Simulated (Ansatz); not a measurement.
Si (diamond structure), Σ5 (001) twist. One P atom replaces one Si atom in a bicrystal of 70 atoms (one solute to 75 Å² of one boundary, a high coverage); atoms relaxed, cell held. Energies count from the site farthest from both boundaries, which lies only 4.7 Å away; negative means that the solute is drawn to the site. The cell is neutral, and spin is allowed where the electrons are odd. k-points: Γ-centred 3×3×1 mesh; occupations: Fermi-Dirac, 0.050 eV; spin-polarised, moments started parallel. Scalar-relativistic, no spin-orbit coupling.

Sites tried, by distance from the nearest boundary plane (Å): 0.02, 0.40, 0.77, 1.49.

Problem. Does P segregate by PBE (Ansatz, a first-principles code), and with what energy at each site?

Solution. 0.02 Å: -0.02 eV; 0.40 Å: -0.03 eV; 0.77 Å: -0.05 eV; 1.49 Å: -0.15 eV. The most favoured site tried binds it by 0.15 eV.
